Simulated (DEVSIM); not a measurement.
Structure: Ni/SiO2/p-Si capacitor, at 300 K.

```csv
layer (left to right),material,thickness (nm),Na (cm⁻³)
1,SiO2,51.0,-
2,Si,5200,2.4e16
```

Metal gate on the left, work function 5.1 eV. Fixed charge at the semiconductor interface 0 cm⁻² (in units of +e); interface traps 2.7e12 cm⁻² eV⁻¹, uniform in energy, neutral level at 0.5 of the gap above the valence band.

Constants are typed, rounded textbook-type inputs, not results; the design itself was drawn at random and stands for no fabricated device. Values at 300 K.

```tsv
parameter	SiO2	Si
gap (eV)	9	1.124
affinity (eV)	0.9	4.05
permittivity	3.9	11.7
Nc (cm⁻³)	-	2.86e19
Nv (cm⁻³)	-	3.1e19
```

Model (solved in DEVSIM): 1D Poisson equation in equilibrium, Boltzmann statistics, complete ionisation; no quantum confinement or tunnelling. Metal contacts follow the ideal Schottky-Mott rule: no Fermi-level pinning, no interface dipoles.

**Question.** Tabulate band edges, carrier densities and field at -5.5 V on the gate.

**Answer.** Energies count from the Fermi level of the right contact; mesh points crowd at the junctions.

```csv
x (μm),Ec (eV),Ev (eV),n (cm⁻³),p (cm⁻³),field (V/cm)
0.000,9.700,0.700,< 1e2,< 1e2,-1100000
0.001793,9.507,0.507,< 1e2,< 1e2,-1100000
0.006225,9.030,0.030,< 1e2,< 1e2,-1100000
0.01779,7.786,-1.214,< 1e2,< 1e2,-1100000
0.04069,5.322,-3.679,< 1e2,< 1e2,-1100000
0.04756,4.583,-4.417,< 1e2,< 1e2,-1100000
0.05033,4.284,-4.716,< 1e2,< 1e2,-1100000
0.05246,1.045,-0.079,< 1e2,1.5e18,-100000
0.05660,1.015,-0.109,260,4.5e17,-53000
0.06730,0.979,-0.145,1000,1.2e17,-21000
0.09648,0.950,-0.174,3200,3.7e16,-4500
0.2132,0.939,-0.185,4800,2.4e16,-47
0.4719,0.939,-0.185,4800,2.4e16,≈ 0
1.140,0.939,-0.185,4800,2.4e16,≈ 0
3.520,0.939,-0.185,4800,2.4e16,≈ 0
4.582,0.939,-0.185,4800,2.4e16,≈ 0
4.992,0.939,-0.185,4800,2.4e16,≈ 0
5.155,0.939,-0.185,4800,2.4e16,≈ 0
5.224,0.939,-0.185,4800,2.4e16,≈ 0
5.241,0.939,-0.185,4800,2.4e16,≈ 0
5.248,0.939,-0.185,4800,2.4e16,≈ 0
5.251,0.939,-0.185,4800,2.4e16,≈ 0
```
